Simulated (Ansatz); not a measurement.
The parent structure is In$_{2}$S$_{3}$ in the corundum structure (space group R-3c, No. 167; a = 6.574 Å, c = 17.608 Å (hexagonal axes); a cell from a computed database, its experimental status unchecked).

Calculations: PBEsol in Ansatz (plane waves to 420 eV, PAW, no spin-orbit coupling).

Base values:

The electron mass is 0.073 mₑ (at Γ) and the smallest direct gap comes out as 0.68 eV. The band gap comes out as 0.45 eV. The c/a ratio is 2.679 and the volume per atom is 21.96 Å³.

Perturbation: a negative pressure, −1 GPa.

**Question.** What does the calculation give for the electron mass, smallest direct gap, band gap, c/a ratio and volume per atom after the change?

**Answer.** The electron mass goes from 0.073 mₑ (at Γ) to 0.067 mₑ (at Γ); the smallest direct gap falls by 0.10 eV (0.68 eV → 0.58 eV); the band gap drops by 0.09 eV, from 0.45 eV to 0.36 eV; the c/a ratio goes up by 0.004 to 2.683; the volume per atom increases by 0.284 Å³ to 22.25 Å³.

Load acts through the strain it causes; cell and atoms are relaxed under it. Effective masses come from finite differences of ±0.01 Å⁻¹. Stability against distortions was not tested.

Ansatz is a quantum-chemistry and plane-wave program.
